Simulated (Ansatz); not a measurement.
The cell is built on a prototype and need not be the phase stable at ambient conditions.

By PBEsol, the system below comes out a metal.

```
CELL_PARAMETERS angstrom
      3.60704     0.00000     0.00000
     -1.80352     3.12379     0.00000
      1.80352     1.04126     1.47257
ATOMIC_POSITIONS crystal
  Ir 0.00000 0.00000 0.00000
```

Space group of this cell: Pm-3m, simple cubic. The cell was relaxed by PBE-D3(BJ); by PBEsol its mean pressure is -3.1 GPa.

The current flows along the normal of the first two printed cell vectors. No spin-orbit coupling; the value is a mean over 0.1 eV about the Fermi level.

### Question
Estimate the ballistic conductance per area that Ansatz (a first-principles code) with PBEsol returns for this system.

### Answer
2.9 × 10¹⁵ S/m² for both spins.
